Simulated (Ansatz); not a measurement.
A self-consistent single point of BaTiO3 (R3m, 5 atoms in the cell) with Ansatz (an electronic-structure program).

Method: LDA (PW92), default PAW files made with PBE (plane waves; Ansatz).

The change in words: lattice scaled by 0.98; basis.ecutwfc: 420 eV → 505 eV. Reference geometry:
```
CELL_PARAMETERS angstrom
      2.83401     1.63622     2.32388
     -2.83401     1.63622     2.32388
      0.00000    -3.27244     2.32388
ATOMIC_POSITIONS crystal
  Ba 0.00731 0.00731 0.00731
  Ti 0.51333 0.51333 0.51333
  O  0.48895 0.97972 0.48895
  O  0.48895 0.48895 0.97972
  O  0.97972 0.48895 0.48895
```

Reference input (self-consistent single point, DFT, LDA (PW92), plane waves, default PAW files made with PBE): basis.ecutwfc = 420 eV; kpoints.mp_grid.grid = 6 6 6; hamiltonian.xc = lda; hamiltonian.pseudopotentials = {kind: paw} (the program's default PAW files); scf.occupations.method = fermi_dirac; scf.occupations.width = 0.01 eV. This run's input differs from it in these lines:

Ansatz 0.2 input:
```diff
@@ -2,5 +2,5 @@
   lattice:
-    - [2.834014, 1.636219, 2.323882]
-    - [-2.834014, 1.636219, 2.323882]
-    - [0.000000, -3.272438, 2.323882]
+    - [2.777334, 1.603495, 2.277404]
+    - [-2.777334, 1.603495, 2.277404]
+    - [0.000000, -3.206989, 2.277404]
   atoms:
@@ -12,3 +12,3 @@
 basis:
-  ecutwfc: 420.0
+  ecutwfc: 505.0
 kpoints:
```

Log, with long lists cut:

```
SCF iter   1: F=—  HF=-9904.536743 eV  |F-HF|=—  |Δ(HF+E_count)|=         —  Δρ=1.82e-2  dr2=1.91e-1  ethr=1.77e-3  ⟨swp⟩=6.9  Hψ=4152  notcnv=0
all-band conjugate gradients solve this SCF's bands
preconditioner: auto → Resta (q_TF=auto, 2.544 Å⁻¹)
SCF iter   2: F=—  HF=-9904.500726 eV  |F-HF|=—  |Δ(HF+E_count)|=   3.60e-2  Δρ=5.85e-3  dr2=2.33e-2  ethr=4.78e-4  ⟨swp⟩=2.8  Hψ=1570  notcnv=0  defer=32
SCF iter   3: F=—  HF=-9904.496814 eV  |F-HF|=—  |Δ(HF+E_count)|=   3.91e-3  Δρ=1.98e-3  dr2=2.81e-3  ethr=5.83e-5  ⟨swp⟩=2.0  Hψ=1148  notcnv=0  defer=32
SCF iter   4: F=—  HF=-9904.496229 eV  |F-HF|=—  |Δ(HF+E_count)|=   5.85e-4  Δρ=1.85e-4  dr2=3.11e-5  ethr=7.02e-6  ⟨swp⟩=2.0  Hψ=1153  notcnv=0  defer=32
SCF iter   5: F=—  HF=-9904.496222 eV  |F-HF|=—  |Δ(HF+E_count)|=   7.29e-6  Δρ=2.91e-5  dr2=6.42e-7  ethr=7.78e-8  ⟨swp⟩=2.2  Hψ=1217  notcnv=0  defer=32
SCF iter   6: F=-9904.496222 eV  HF=-9904.496222 eV  |F-HF|=1.27e-8  |Δ(HF+E_count)|=   2.05e-7  Δρ=7.31e-6  dr2=2.62e-8  ethr=2.50e-10  ⟨swp⟩=9.9  Hψ=4217  notcnv=0
SCF 1 converged in 6 iterations: F = -9904.496222 eV  dr2 = 2.62e-8
Free energy (F): -9904.496222 eV
Internal energy: -9904.496222 eV  (E = F + TS)
E sigma→0 (E₀):  -9904.496222 eV
Fermi energy:    11.875435 eV
--- Forces (eV/Å), atoms counted from 1 ---
  atom   1  Ba     0.00000000    -0.00000002    -0.31249401
  atom   2  Ti     0.00000000    -0.00000002    -0.33147517
  atom   3  O     -0.33822126     0.19527215     0.21464874
  atom   4  O     -0.00000000    -0.39054426     0.21464878
  atom   5  O      0.33822126     0.19527215     0.21464874
--- Stress (GPa, compression-positive) ---
        4.229430      -0.000000       0.000000
       -0.000000       4.229430      -0.000000
        0.000000      -0.000000       3.716833
  P = ⅓ Tr σ = 4.0586 GPa (40.586 kbar)
  The stress holds the Pulay correction. Without it, at fixed plane waves, as pw.x and ABINIT print it: P = 4.0370 GPa
```

The run converged in 6 iterations. Against the reference run the free energy goes down by 13.2 meV/atom, the pressure goes from -6.89 to 4.06 GPa, the largest force goes from 0.303 to 0.446 eV/Å and the gap on the mesh goes from 2.358 to 2.515 eV.

The starting cell comes from a database of computed structures (which also holds hypothetical and non-ambient phases and stackings), without a prior relaxation at this level. Its lattice was rescaled by up to half a per cent. One atom was moved a little off its site on purpose. For this run, on top of that: lattice scaled by 0.98. Ansatz's pressure includes its estimate of the finite-basis (Pulay) stress.
